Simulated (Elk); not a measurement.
Worked example: self-consistent single point of Cu3Sn (Fm-3m, 4 atoms in the cell) in Elk.

Method: LDA (PW92), all-electron FP-LAPW, Elk's shipped species files, APW+lo basis with extra local orbitals run with Elk 10.2.4.

```xyz
4
Lattice="0.0000 3.1003 3.1003 3.1003 0.0000 3.1003 3.1003 3.1003 0.0000" Properties=species:S:1:pos:R:3 pbc="T T T"
Cu     3.1003     3.1003     3.1003
Cu     4.6504     4.6504     4.6504
Cu     1.5501     1.5501     1.5501
Sn     0.0000     0.0000     0.0000
```

Reference input (self-consistent single point, DFT, PBEsol, all-electron FP-LAPW, Elk's shipped species files, APW+lo basis with extra local orbitals): xctype = 22; rgkmax = 7.5; stype = 3; swidth = 0.00367493 Ha; ngridk = 9 9 9; gmaxvr = 14 1/bohr; nxlo = 2; lorbcnd = true; rmtscf = 0.95; lmaxi = 3. This run's input differs from it in these lines:

```diff
@@ -4,3 +4,3 @@
 xctype
-  22
+  3
```

Log, with long lists cut:

```
│ Self-consistent loop started │
│ Loop number : 1 │
 total energy                :     -11098.7761710
│ Loop number : 2 │
 total energy                :     -11101.1191638
RMS change in Kohn-Sham potential (target) :   0.3649317249     (  0.1000000000E-05)
Absolute change in total energy (target)   :    2.342992781     (  0.1000000000E-03)
│ Loop number : 3 │
 total energy                :     -11123.0774032
RMS change in Kohn-Sham potential (target) :   0.1280983410     (  0.1000000000E-05)
Absolute change in total energy (target)   :    22.54398762     (  0.1000000000E-03)
│ Loop number : 4 │
   [... lines left out ...]
Absolute change in total energy (target)   :   0.1072420800E-02 (  0.1000000000E-03)
│ Loop number : 16 │
 total energy                :     -11131.1904506
RMS change in Kohn-Sham potential (target) :   0.1055873649E-05 (  0.1000000000E-05)
Absolute change in total energy (target)   :   0.3566170017E-03 (  0.1000000000E-03)
│ Loop number : 17 │
 total energy                :     -11131.1904623
RMS change in Kohn-Sham potential (target) :   0.1515227306E-06 (  0.1000000000E-05)
Absolute change in total energy (target)   :   0.7741941772E-04 (  0.1000000000E-03)
Convergence targets achieved

│ Loop number : 18 │

Energies :
 Fermi                       :     0.276628844902
 total energy                :     -11131.1904659

Density of states at Fermi energy :    19.56387010
 (states/Hartree/unit cell)

Estimated indirect band gap :   0.1085242186E-01
 from k-point     18 to k-point      8
Estimated direct band gap   :   0.1228071256E-01
 at k-point      9

Charges :
 core                        :    66.00000000
 valence                     :    71.00000000
 interstitial                :    5.291294093
 muffin-tins (core leakage)
  species :    1 (Cu)
   atom    1                 :    27.88488423     (  0.3234298483E-03)
   atom    2                 :    27.95049428     (  0.3242121056E-03)
   atom    3                 :    27.95049428     (  0.3242121056E-03)
  species :    2 (Sn)
   atom    1                 :    47.92283313     (  0.1487687200E-03)
 total in muffin-tins        :    131.7087059
 total calculated charge     :    136.9806193
 total charge                :    137.0000000
 error                       :   0.1938072778E-01

│ Self-consistent loop stopped │
```

The run converged in 18 iterations. The count includes the last loop, which Elk runs after its targets are met. 

The starting cell comes from a database of computed structures (which also holds hypothetical and non-ambient phases and stackings), without a prior relaxation at this level. Its lattice was rescaled by a random factor within 2.5 % of one. Spin polarisation is off. Values depend on the basis (sphere radii, cutoffs, local orbitals), which need not be converged. The log's line on a gap gives a spacing of levels on this mesh, which the program prints for metals too.
